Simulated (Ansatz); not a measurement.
**A computed series for GaN: response to strain**

Consider GaN in the wurtzite structure (space group P6_3mc, No. 186).

GaN is taken in the hexagonal space group P6₃mc (No. 186), the wurtzite structure, Pearson symbol hP4. Conventional cell: a = b = 3.183 Å, c = 5.185 Å, α = β = 90.00°, γ = 120.00°. Ga on 2b is surrounded by 4 N at 1.946–1.953 Å (tetrahedral). N on 2b sees 4 Ga at 1.946–1.953 Å (tetrahedral). (Neighbours: up to the widest gap in distance over summed covalent radii, below 1.35, at either atom; cation-cation and far metal-metal contacts left out.)

Strains are applied to the cell and any free atomic positions relax.

The values are results of Ansatz (a quantum-chemistry and plane-wave program), PBEsol, PAW, cutoff 420 eV, no spin-orbit coupling, not measurements.

Notes on the quantities. energy relative to the base: free energy F.

```json
[
 {"case": "base", "band gap": "1.88 eV", "energy relative to the base": "0 meV/atom", "width of the top valence band": "2.82 eV", "electron mass": "0.16 mₑ along c, 0.17 mₑ across (at Γ)", "volume per atom": "11.37 Å³"},
 {"case": "isotropic strain +0.60 %", "band gap": "1.76 eV", "energy relative to the base": "+2.1 meV/atom", "width of the top valence band": "2.76 eV", "electron mass": "0.15 mₑ along c, 0.16 mₑ across (at Γ)", "volume per atom": "11.58 Å³"},
 {"case": "isotropic strain +1.20 %", "band gap": "1.64 eV", "energy relative to the base": "+8.3 meV/atom", "width of the top valence band": "2.70 eV", "electron mass": "0.14 mₑ along c, 0.15 mₑ across (at Γ)", "volume per atom": "11.79 Å³"},
 {"case": "isotropic strain +1.80 %", "band gap": "1.52 eV", "energy relative to the base": "+18 meV/atom", "width of the top valence band": "2.64 eV", "electron mass": "0.13 mₑ along c, 0.14 mₑ across (at Γ)", "volume per atom": "12.00 Å³"},
 {"case": "isotropic strain +2.40 %", "band gap": "1.41 eV", "energy relative to the base": "+32 meV/atom", "width of the top valence band": "2.58 eV", "electron mass": "0.12 mₑ along c, 0.14 mₑ across (at Γ)", "volume per atom": "12.21 Å³"},
 {"case": "isotropic strain +3.00 %", "band gap": "1.30 eV", "energy relative to the base": "+49 meV/atom", "width of the top valence band": "2.53 eV", "electron mass": "0.11 mₑ along c, 0.13 mₑ across (at Γ)", "volume per atom": "12.43 Å³"}
]
```

Effective masses come from finite differences of ±0.01 Å⁻¹. Stability against distortions was not tested.
